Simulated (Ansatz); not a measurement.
CsCl-type CsBr, treated with PBE (Ansatz, a first-principles code, PAW).

Total energies, extrapolated to zero smearing (they compare only within this program, potentials and cutoff; free atoms with spin allowed, lowest state found):

| system | energy (eV/atom) |
|---|---|
| CsCl-type CsBr, relaxed | -4228.7418 |
| free Cs atom | -5670.0507 |
| free Br atom | -2781.8028 |

Question: Work out the cohesive energy per atom.

Answer: E_coh = [1 × (-5670.0507) + 1 × (-2781.8028)]/2 − (-4228.7418) = 2.82 eV/atom. The reference value is 3.09 ± 0.03 eV/atom (worked out here from tabulated enthalpies at 298 K, copied from a table, unchecked, brought to a static lattice with a Debye model, atoms in their spin–orbit ground levels; inputs from the CRC Handbook), not set against a level without spin–orbit coupling.

Spin–orbit coupling is left out; its size isn't shown.

The PAW data were made under PBE.
